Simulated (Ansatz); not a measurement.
Ansatz (a quantum-chemistry and plane-wave program) run on Cr (Im-3m, 1 atom in the cell): self-consistent single point.

Computed with PBE (plane waves, PAW; Ansatz).

```xyz
1
Lattice="-1.4400 1.4400 1.4400 1.4400 -1.4400 1.4400 1.4400 1.4400 -1.4400" Properties=species:S:1:pos:R:3 pbc="T T T"
Cr     0.0000     0.0000     0.0000
```
Moments meant for the start (each program seeds them in its own way; μB, in the order of the atoms Cr): 3.0.

Reference input (self-consistent single point, DFT, PBE, plane waves, default PAW files): basis.ecutwfc = 420 eV; kpoints.mp_grid.grid = 11 11 11; hamiltonian.xc = pbe; hamiltonian.pseudopotentials = {kind: paw} (the program's default PAW files); magnetization.spin_polarized = true; scf.occupations.method = methfessel_paxton; scf.occupations.width = 0.2 eV. This run's input differs from it in these lines:

Ansatz 0.2 input:
```diff
@@ -18,3 +18,3 @@
 scf:
-  occupations: { method: methfessel_paxton, width: 0.2 }
+  occupations: { method: cold, width: 0.1 }
 output:
```

The program printed (abridged):

```
SCF iter   1: F=—  HF=-3380.933505 eV  |F-HF|=—  |Δ(HF+E_count)|=         —  Δρ=3.39e-1 (↑3.39e-1 ↓1.44e-1)  dr2=5.74e0  dr2_m=5.82e0  M=0.199 μB ∫|m|=0.201 μB  β_m=0.30  ethr=3.10e-3  ⟨swp⟩=4.0  Hψ=6839  notcnv=0
Mixer restart at iter 1: flushing history
all-band conjugate gradients solve this SCF's bands
preconditioner: auto → none
   [... lines left out ...]
SCF iter  12: F=—  HF=-3377.714470 eV  |F-HF|=—  |Δ(HF+E_count)|=   1.65e-7  S|Δr|=    0.00e0  Δρ=4.49e-6 (↑3.34e-6 ↓4.49e-6)  dr2=1.51e-10  dr2_m=1.66e-9  M=0.000 μB ∫|m|=0.000 μB  β_m=0.82  ethr=1.01e-10  ⟨swp⟩=4.7  Hψ=5590  notcnv=0
SCF iter  13: F=-3377.714470 eV  HF=-3377.714470 eV  |F-HF|=2.27e-11  |Δ(HF+E_count)|=   1.32e-9  S|Δr|=    0.00e0  Δρ=3.65e-7 (↑3.65e-7 ↓2.99e-7)  dr2=1.21e-13  dr2_m=1.20e-11  M=-0.000 μB ∫|m|=0.000 μB  ethr=1.08e-12  ⟨swp⟩=2.7  Hψ=3001  notcnv=0
SCF 1 converged in 13 iterations: F = -3377.714470 eV  dr2 = 1.21e-13
WARN: the starting moments were not kept: the SCF closed with an absolute magnetisation of 1.3e-5 μB, where they sum to 3 μB in size (1 site) …
   [... lines left out ...]
Absolute magnetization: 0.0000 μB (∫|ρ↑−ρ↓|, with the PAW one-centre terms)
Free energy (F): -3377.714470 eV
Fermi energy:    18.699113 eV
   [... lines left out ...]
--- Forces (eV/Å), atoms counted from 1 ---
  atom   1  Cr    -0.00000000     0.00000000     0.00000000
--- Stress (GPa, compression-positive) ---
       -7.844530      -0.000000       0.000000
        0.000000      -7.844530       0.000000
        0.000000      -0.000000      -7.844530
  P = ⅓ Tr σ = -7.8445 GPa (-78.445 kbar)
  The stress holds the Pulay correction. Without it, at fixed plane waves, as pw.x and ABINIT print it: P = -7.9295 GPa
```

The run converged in 13 iterations. Against the reference run the free energy rises by 1.4 meV/atom and the pressure hardly changes (-7.80 to -7.84 GPa).

The starting cell was generated: these elements placed on a structure prototype, without a prior relaxation; it need not be a known phase or ordering of this composition. The starting moments vanished: the run ended non-magnetic, which need not be the lowest state. The program warned that a starting moment was not kept. With a pressure of about -8 GPa the cell is away from its equilibrium volume at this level. Ansatz's pressure includes its estimate of the finite-basis (Pulay) stress.
